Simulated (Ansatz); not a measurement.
## Effect of Ti vacancy, symmetric start on TiAl

Take an 8-atom supercell of TiAl (space group P4/mmm, No. 123; a = 2.8243 Å, c = 4.0708 Å) at its relaxed geometry as the base.

It is then changed as follows: one Ti atom is removed, atoms relaxed at fixed cell.

Calculations: PBE (Ansatz, a program for electronic structure; PAW; 420 eV plane waves; spin-orbit coupling left out). k-mesh 9×9×9 (Γ-centred); smearing 0.05 eV (Fermi–Dirac).

```csv
quantity,base,changed,shift
pressure,0.0 GPa,-3.3 GPa,-3.3 GPa
energy gained by relaxation,–,0.00 eV,–
largest displacement of a host atom from its site in the perfect cell,–,0.00 Å,–
mean distance from the defect site to its nearest host atoms,5.34 bohr,5.34 bohr,0.00 bohr
```

Final structure:

```xyz
7
Lattice="2.8243 -2.8243 -4.0708 0.0000 5.6485 0.0000 2.8243 -2.8243 4.0708" Properties=species:S:1:pos:R:3 pbc="T T T"
Al     1.4121     1.4121     2.0354
Al     1.4121    -1.4121     2.0354
Al     1.4121     1.4121    -2.0354
Al     1.4121    -1.4121    -2.0354
Ti     0.0000     2.8243     0.0000
Ti     2.8243    -2.8243     0.0000
Ti     2.8243     0.0000     0.0000
```

In so small a cell the defect repeats every few ångströms: this is an ordered compound, not a dilute defect. The defect started on the symmetric site and kept its symmetry, so it may sit on a saddle. All final runs are without spin polarisation. The defect cell is not spin-polarised.
